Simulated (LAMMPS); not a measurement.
Cu (fcc) at 1220 K and zero pressure, started from the melt, with several potentials, in cells of their own sizes.

Models:
- EAM-type AlCu.adp: classical MD, pair style adp, file AlCu.adp (LAMMPS); Apostol and Mishin, Phys Rev B 83, 054116 (2011)
- EAM-type AlCu.eam.alloy: classical MD, pair style eam/alloy, file AlCu.eam.alloy (LAMMPS); Cai and Ye, Phys Rev B, 54, 8398-8410 (1996)
- EAM-type CuNi.eam.alloy: classical MD, pair style eam/alloy, file CuNi.eam.alloy (LAMMPS); Onat and Durukanoglu, J Phys Cond Matt, 26, 035404 (2014)
- EAM-type CuZr_mm.eam.fs: classical MD, pair style eam/fs, file CuZr_mm.eam.fs (LAMMPS)
- EAM-type Cu_mishin1.eam.alloy: classical MD, pair style eam/alloy, file Cu_mishin1.eam.alloy (LAMMPS); Mishin, Phys Rev B, 63, 224106 (2001)
- EAM-type Cu_zhou.eam.alloy: classical MD, pair style eam/alloy, file Cu_zhou.eam.alloy (LAMMPS); Zhou et al, Acta Mater, 49, 4005 (2001)
- EAM-type smf7: classical MD, pair style eam, the elements' _smf7.eam files (smf7) (LAMMPS); Foiles, Phys Rev B 32, 7685 (1985)
- EAM-type universal-3 set of Foiles, Baskes and Daw: classical MD, pair style eam, the elements' _u3.eam files (universal-3 set of Foiles, Baskes and Daw) (LAMMPS); Foiles et al, Phys Rev B, 33, 7983 (1986)
- MEAM AlSiMgCuFe.meam: classical MD, pair style meam, file AlSiMgCuFe.meam (LAMMPS); Jelinek, Groh, Horstemeyer, Houze, Kim, Wagner, Moitra and Baskes, Phys Rev B, 85, 245102 (2012)
- MEAM library.meam-Cu: classical MD, pair style meam, file library.meam (library.meam-Cu) (LAMMPS); Baskes, Phys Rev B, 46, 2727-2742 (1992)
- SNAP Cu_Zuo_JPCA2020.quadratic.snap: MD with a machine-learned potential, pair style snap, file Cu_Zuo_JPCA2020.quadratic.snap (LAMMPS); Y. Zuo, C. Chen, X, Li, Z. Deng, Y. Chen, J. Behler, G. Csányi, A. V. Shapeev, A. P. Thompson, M. A. Wood, S. P. Ong, "Performance and Cost Assessment of Machine Learning Interatomic Potentials" J. Phys. Chem. A 124, 4, 731-745 (2020)
- SNAP Cu_Zuo_JPCA2020.snap: MD with a machine-learned potential, pair style snap, file Cu_Zuo_JPCA2020.snap (LAMMPS); Y. Zuo, C. Chen, X, Li, Z. Deng, Y. Chen, J. Behler, G. Csányi, A. V. Shapeev, A. P. Thompson, M. A. Wood, S. P. Ong, "Performance and Cost Assessment of Machine Learning Interatomic Potentials" J. Phys. Chem. A 124, 4, 731-745 (2020)
- bond-order AlCu.bop.table: classical MD, pair style bop, file AlCu.bop.table (LAMMPS); Zhou, Ward, and Foster, Phys. Chem. Chem. Phys., under consideration

```tsv
potential	state	volume	first peak of g(r)	coordination number	self-diffusion coefficient of Cu (not corrected for cell size)	mean phonon frequency	rough cost (ms per atom and simulated ps)
bond-order AlCu.bop.table	liquid	12.315 ± 0.009 Å³/atom	2.48 Å, height 2.8	12.9 (counted to 3.34 Å)	(1.97 ± 0.04) × 10^-5 cm²/s	4.7 THz	10 to 30
EAM-type AlCu.adp	liquid	13.257 ± 0.002 Å³/atom	2.49 Å, height 2.9	13.4 (counted to 3.54 Å)	(2.25 ± 0.06) × 10^-5 cm²/s	4.5 THz	3 to 10
EAM-type AlCu.eam.alloy	liquid	13.556 ± 0.002 Å³/atom	2.50 Å, height 2.8	13.0 (counted to 3.50 Å)	(2.89 ± 0.06) × 10^-5 cm²/s	4.2 THz	1 to 3
EAM-type CuNi.eam.alloy	liquid	13.291 ± 0.001 Å³/atom	2.49 Å, height 2.9	13.4 (counted to 3.54 Å)	(2.34 ± 0.03) × 10^-5 cm²/s	4.3 THz	0.3 to 1
EAM-type CuZr_mm.eam.fs	liquid	12.979 ± 0.002 Å³/atom	2.55 Å, height 2.7	13.1 (counted to 3.46 Å)	(1.84 ± 0.03) × 10^-5 cm²/s	4.0 THz	1 to 3
EAM-type Cu_mishin1.eam.alloy	liquid	13.2550 ± 0.0010 Å³/atom	2.49 Å, height 3.0	13.2 (counted to 3.50 Å)	(2.27 ± 0.03) × 10^-5 cm²/s	4.5 THz	1 to 3
EAM-type Cu_zhou.eam.alloy	liquid	13.250 ± 0.002 Å³/atom	2.49 Å, height 2.6	12.9 (counted to 3.46 Å)	(3.74 ± 0.06) × 10^-5 cm²/s	3.9 THz	1 to 3
EAM-type smf7	liquid	13.353 ± 0.002 Å³/atom	2.49 Å, height 2.8	13.1 (counted to 3.50 Å)	(2.60 ± 0.02) × 10^-5 cm²/s	4.3 THz	0.3 to 1
EAM-type universal-3 set of Foiles, Baskes and Daw	liquid	13.238 ± 0.002 Å³/atom	2.49 Å, height 2.8	13.2 (counted to 3.50 Å)	(2.47 ± 0.05) × 10^-5 cm²/s	4.3 THz	1 to 3
MEAM AlSiMgCuFe.meam	liquid	13.384 ± 0.003 Å³/atom	2.46 Å, height 2.8	11.8 (counted to 3.34 Å)	(3.6 ± 0.2) × 10^-5 cm²/s	4.3 THz	3 to 10
MEAM library.meam-Cu	liquid	13.064 ± 0.004 Å³/atom	2.50 Å, height 3.2	10.0 (counted to 3.06 Å)	(1.26 ± 0.03) × 10^-5 cm²/s	5.9 THz	3 to 10
SNAP Cu_Zuo_JPCA2020.quadratic.snap	liquid	13.723 ± 0.009 Å³/atom	2.51 Å, height 2.9	12.6 (counted to 3.46 Å)	(2.9 ± 0.1) × 10^-5 cm²/s	4.1 THz	30 to 100
SNAP Cu_Zuo_JPCA2020.snap	liquid	13.15 ± 0.01 Å³/atom	2.50 Å, height 3.1	13.2 (counted to 3.50 Å)	(1.53 ± 0.09) × 10^-5 cm²/s	4.5 THz	100 to 300
```

Costs are rough: whole-run CPU time with set-up and analysis, from shared machines, in bands a factor of about three wide.

Caution (rows bond-order AlCu.bop.table; SNAP Cu_Zuo_JPCA2020.quadratic.snap; SNAP Cu_Zuo_JPCA2020.snap): this liquid lies under the measured melting point of 1358 K, so it is undercooled or the potential melts low.

Caution (rows bond-order AlCu.bop.table; SNAP Cu_Zuo_JPCA2020.quadratic.snap; SNAP Cu_Zuo_JPCA2020.snap): a run this short can hold a crystal over, or a liquid under, the potential's own melting point, which these runs don't give.

Caution (row EAM-type AlCu.adp): this liquid lies under the melting point of about 1330 K that EAM-type AlCu.adp gives, so it is undercooled.

Caution (row EAM-type CuNi.eam.alloy): this liquid lies under the melting point of about 1290 K that EAM-type CuNi.eam.alloy gives, so it is undercooled.

Caution (row EAM-type CuZr_mm.eam.fs): this liquid lies under the melting point of about 1370 K that EAM-type CuZr_mm.eam.fs gives, so it is undercooled.

Caution (row EAM-type Cu_mishin1.eam.alloy): this liquid lies under the melting point of about 1340 K that EAM-type Cu_mishin1.eam.alloy gives, so it is undercooled.

Caution (row EAM-type universal-3 set of Foiles, Baskes and Daw): this liquid lies under the melting point of about 1290 K that EAM-type universal-3 set of Foiles, Baskes and Daw gives, so it is undercooled.

Caution: the potential MEAM library.meam-Cu is a first-neighbour MEAM set with a 4 Å cutoff, used here without a parameter file and away from the static properties it was fitted to.

Caution (row MEAM library.meam-Cu): this liquid lies under the melting point of about 1350 K that MEAM library.meam-Cu gives, so it is undercooled.

States go by the mean squared displacement: a species diffuses where it passes 1.5 Å², still rises and gives D over 1e-6 cm²/s; a crystal has left its structure where atoms lie 0.35 Å off their sites on average or a cubic box changes its shape by 3 %, or the axial ratios of another lie 8 % off the starting cell's, which the potential's own relaxation can also do.

Errors of D are the spread over four groups of atoms in one short run; a floor of about 5 %, a picked value, is safer.

Uncertainties are statistical and leave out the potential's own error.
